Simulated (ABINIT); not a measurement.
Worked example: self-consistent single point of SrPd2 (Fd-3m, 6 atoms in the cell) in ABINIT.

Method of the run: PBEsol, PAW (JTH v2.0 PBE PAW, files made for PBE) (plane waves; ABINIT).

The change in words: lattice scaled by 0.98. Reference geometry:
```yaml
crystal:
  lattice:
    - [0.00000, 3.93562, 3.93562]
    - [3.93562, 0.00000, 3.93562]
    - [3.93562, 3.93562, 0.00000]
  atoms:
    - { symbol: Sr, position: [0.75000, 0.75000, 0.75000] }
    - { symbol: Sr, position: [0.50000, 0.50000, 0.50000] }
    - { symbol: Pd, position: [0.12500, 0.62500, 0.12500] }
    - { symbol: Pd, position: [0.12500, 0.12500, 0.12500] }
    - { symbol: Pd, position: [0.62500, 0.12500, 0.12500] }
    - { symbol: Pd, position: [0.12500, 0.12500, 0.62500] }
```

Reference input (self-consistent single point, DFT, PBEsol, plane waves, PAW (JTH v2.0 PBE PAW, files made for PBE)): pseudos = [Sr.GGA_PBE-JTH.xml, Pd.GGA_PBE-JTH.xml]; ecut = 24 Ha; pawecutdg = 48 Ha; pawxcdev = 0; ixc = -116133; occopt = 7; tsmear = 0.136 eV; ngkpt = 7 7 7; nshiftk = 1; shiftk = 0 0 0; potentials = JTH v2.0 PBE PAW; nband = 58. This run's input differs from it in these lines:

```diff
@@ -3,7 +3,7 @@
 pseudos "Sr.GGA_PBE-JTH.xml, Pd.GGA_PBE-JTH.xml"
-acell 10.5178645957 10.5178645957 10.5178645957
+acell 10.3075059676 10.3075059676 10.3075059676
 rprim
-        -0.0000000000    0.7071067812    0.7071067812
-         0.7071067812   -0.0000000000    0.7071067812
-         0.7071067812    0.7071067812   -0.0000000000
+         0.0000000000    0.7071067812    0.7071067812
+         0.7071067812    0.0000000000    0.7071067812
+         0.7071067812    0.7071067812    0.0000000000
 natom 6
```

The program printed (abridged):

```
--- !BeginCycle
solver: {iscf: 17, nstep: 80, nline: 4, wfoptalg: 10, }
tolerances: {tolvrs: 1.00E-11, }
...

     iter   Etot(hartree)      deltaE(h)  residm     nres2
 ETOT  1  -540.60808013163    -5.406E+02 7.311E+01 1.167E+03
 ETOT  2  -580.05803002068    -3.945E+01 5.663E-02 1.006E+03
 ETOT  3  -577.87507634669     2.183E+00 2.149E-01 2.872E+02
 ETOT  4  -577.51642547337     3.587E-01 2.689E-02 6.972E+01
 ETOT  5  -577.53941821318    -2.299E-02 1.094E-02 7.192E+01
   [... 18 lines left out ...]
 ETOT 24  -577.37583544202     9.322E-12 1.676E-04 2.454E-10
 ETOT 25  -577.37583544205    -2.865E-11 6.314E-05 1.489E-11
 ETOT 26  -577.37583544203     2.524E-11 1.423E-04 2.110E-11
 ETOT 27  -577.37583544201     2.069E-11 5.244E-05 8.827E-13
 At SCF step   27       nres2   =  8.83E-13 < tolvrs=  1.00E-11 =>converged.

 Cartesian components of stress tensor (hartree/bohr^3)
  sigma(1 1)= -8.06240395E-05  sigma(3 2)=  0.00000000E+00
  sigma(2 2)= -8.06240395E-05  sigma(3 1)=  0.00000000E+00
  sigma(3 3)= -8.06240395E-05  sigma(2 1)=  0.00000000E+00

 ----iterations are completed or convergence reached----

 reduced coordinates (array xred) for    6 atoms
       0.750000000000      0.750000000000      0.750000000000
       0.500000000000      0.500000000000      0.500000000000
       0.125000000000      0.625000000000      0.125000000000
       0.125000000000      0.125000000000      0.125000000000
       0.625000000000      0.125000000000      0.125000000000
       0.125000000000      0.125000000000      0.625000000000
 cartesian forces (eV/Angstrom) at end:
   [... lines left out ...]
 Fermi (or HOMO) energy (hartree) =   0.35803   Average Vxc (hartree)=  -0.41980
   [... lines left out ...]
'-kT*entropy'       : -1.00402164814737E-03
total_energy        : -5.77375836729538E+02
total_energy_eV     : -1.57111955247361E+04
...

-Cartesian components of stress tensor (GPa)         [Pressure=  2.3720E+00 GPa]
- sigma(1 1)= -2.37204074E+00  sigma(3 2)=  0.00000000E+00
- sigma(2 2)= -2.37204074E+00  sigma(3 1)=  0.00000000E+00
- sigma(3 3)= -2.37204074E+00  sigma(2 1)=  0.00000000E+00

 Calculation completed.
```

The run converged in 27 iterations. Against the reference run the free energy goes down by 4.1 meV/atom and the pressure goes from -3.31 to 2.37 GPa.

The starting cell comes from a database of computed structures (which also holds hypothetical and non-ambient phases and stackings), without a prior relaxation at this level. For this run, on top of that: lattice scaled by 0.98. Spin polarisation is off. The potentials were made for another functional than the one used.

Cost on one core of a shared machine: roughly 8 min.
